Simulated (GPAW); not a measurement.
How far to go with the k-point mesh at a smearing width of 0.02 eV: Ba (Im-3m, 1 atom in the cell)

```
Ba
1.0
   -2.49745     2.49745     2.49745
    2.49745    -2.49745     2.49745
    2.49745     2.49745    -2.49745
Ba
1
Direct
  0.00000   0.00000   0.00000
```

Method of the run: PBE, GPAW PAW datasets PBE (gpaw-data 1.0.1) (plane waves; GPAW).

Base settings: mode = pw; ecut = 600 eV; xc = PBE; kpts = 7 7 7; mesh shift (steps) = 0 0 0; occupations.name = methfessel-paxton; occupations.width = 0.1 eV; occupations.order = 0; nbands = -7; symmetry.symmorphic = false.

In this ladder: occupations.width = 0.02 eV.

Only quantities that move along the ladder and can be compared are tabulated.

The count of work is k-points × plane waves × bands × iterations; it is no time. 

The starting cell has typed, rounded lattice constants, without a prior relaxation at this level. Its lattice was rescaled by up to half a per cent.

| kpts | free energy less the last step's (meV/atom) | pressure (GPa) | count of work / last |
|---|---|---|---|
| 3 3 3 | 104.50 | -0.68 | 0.012 |
| 4 4 4 | 5.40 | 0.42 | 0.022 |
| 5 5 5 | -4.94 | -0.02 | 0.030 |
| 6 6 6 | 9.25 | 0.23 | 0.049 |
| 7 7 7 | 7.92 | 0.30 | 0.055 |
| 8 8 8 | -4.00 | 0.15 | 0.089 |
| 10 10 10 | 2.12 | 0.16 | 0.14 |
| 15 15 15 | -0.50 | 0.15 | 0.36 |
| 18 18 18 | -0.26 | 0.18 | 0.59 |
| 22 22 22 | 0.00 | 0.18 | 1.0 |

Coarsest kpts that holds the pressure within 0.05 GPa of the last step, with all finer ones: 8 8 8, at 0.089 of the last step's count of work; the step before is off by 0.12 GPa.

State of the free energy at the end of the ladder: still drifting one way, by 0.50 meV/atom over the last two steps, so the last step is no safe reference.
